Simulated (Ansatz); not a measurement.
The reference is MgTe in the zinc blende structure (space group F-43m, No. 216).

```yaml
crystal:
  lattice:
    - [0.00000, 3.21965, 3.21965]
    - [3.21965, 0.00000, 3.21965]
    - [3.21965, 3.21965, 0.00000]
  atoms:
    - { symbol: Mg, position: [0.00000, 0.00000, 0.00000] }
    - { symbol: Te, position: [0.25000, 0.25000, 0.25000] }
```

Cartesian axes are those of the cell as printed.

Level of theory: Kohn–Sham DFT with the PBEsol functional, run in Ansatz (a program for electronic structure) with PAW and 420 eV plane waves, no SOC.

Base values:

The volume per atom comes out as 33.38 Å³ and the valley order comes out as Γ 2.35 eV; X along ⟨100⟩ 2.71 eV; L along ⟨111⟩ 3.18 eV.

It is then changed as follows: biaxial strain −1.50 %, plane normal [001], relaxed out of plane (Cartesian); in-plane vectors clamped, the third vector and the atoms free.

### Question
Estimate the effect on the volume per atom.

### Answer
The volume per atom shrinks by 0.344 Å³ to 33.03 Å³.

### Question
How does this affect the valley order?

### Answer
The valley order (the lowest conduction-band minima on the path, energy above the VBM, named in the base's zone) changes from Γ 2.35 eV; X along ⟨100⟩ 2.71 eV; L along ⟨111⟩ 3.18 eV to Γ 2.35 eV; X along [010] 2.63 eV; X along [001] 2.73 eV; L along [111] 3.15 eV.

With Te present, leaving out spin-orbit coupling can change the band edges. The levels and masses belong to the bands next to the band gap. Whether these cells are dynamically stable was not tested.
